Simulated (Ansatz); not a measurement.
The parent structure is Sr in the fcc (Cu type) structure (space group Fm-3m, No. 225; a = 5.923 Å). Axes: x, y, z lie along the cube axes.

The values are results of PBEsol (Ansatz, an electronic-structure program, PAW, no spin-orbit coupling), not measurements.

For the base:

| Property | Result |
|---|---|
| Volume per atom | 51.93 Å³ |
| Pressure | 0.0 GPa |

It is then changed as follows: tensile biaxial strain of 2.16 % in the plane normal to [110], as in epitaxy on a mismatched substrate; the out-of-plane cell vector and the atoms relax.

**Question.** Estimate the effect on the volume per atom.

**Answer.** The volume per atom increases by 1.84 Å³ (51.93 Å³ → 53.77 Å³).

**Question.** What happens to the pressure?

**Answer.** The pressure (mean of the normal stresses, compression positive) goes from zero to -0.4 GPa.

**Question.** Predict the new energy relative to the base.

**Answer.** The energy goes up by 4.2 meV/atom.

A biaxial case was relaxed in a doubled cell and then solved in the primitive one. No phonon test of stability was made.
